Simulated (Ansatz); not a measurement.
These are PBE (plane waves to 420 eV, PAW; Ansatz, a program for electronic structure) values and carry that method's errors.

Planar average of the electrostatic potential across the slab, in eV from the Fermi level, for H on the 1x1 (100) surface of fcc Cu, one in a 1x1 cell, started at the site 'hollow Cu-Cu-Cu-Cu over Cu at depth 1.8 Å':

(z (Å), V (eV)): (5.17, 4.59); (5.44, 4.59); (5.72, 4.58); (5.99, 4.58); (6.26, 4.58); (6.53, 4.57); (6.81, 4.56); (7.08, 4.52); (7.35, 4.46); (7.62, 4.34); (7.89, 4.10); (8.17, 3.61); (8.44, 2.62); (8.71, 0.40); (8.98, -5.18); (9.26, -11.38); (9.53, -14.13); (9.80, -12.88); (10.07, -8.04); (10.34, -2.89); (10.62, -3.67); (10.89, -9.37); (11.16, -13.71); (11.43, -14.25); (11.71, -10.89); (11.98, -4.94); (12.25, -1.79); (12.52, -5.31); (12.79, -11.17); (13.07, -14.22); (13.34, -13.36); (13.61, -8.68); (13.88, -2.79); (14.16, -0.97); (14.43, -4.67); (14.70, -11.12); (14.97, -15.32); (15.24, -16.46); (15.52, -13.86); (15.79, -5.57); (16.06, 0.41); (16.33, 2.53); (16.61, 3.51); (16.88, 3.97); (17.15, 4.18); (17.42, 4.28); (17.69, 4.33); (17.97, 4.36); (18.24, 4.37); (18.51, 4.37); (18.78, 4.38); (19.06, 4.38); (19.33, 4.38); (19.60, 4.38); (19.87, 4.38)

Model: 5-atom slab, 5.3 Å thick at the start under the adsorbate (thin: gaps and levels are the slab's own), 12x12x1 mesh, Fermi-Dirac 0.1 eV, dipole correction, 2 atoms held, the rest relaxed; held to the start's symmetry, so lower structures may exist; no spin, no spin-orbit, no U, no dispersion correction. At the end it is bonded to 4 Cu. In PBE it is, or lies within 0.03 eV of, the lowest of the starts that converged.

The vacuum level lies 4.38 eV above the Fermi level over the top face and 4.59 eV above it under the bottom face.
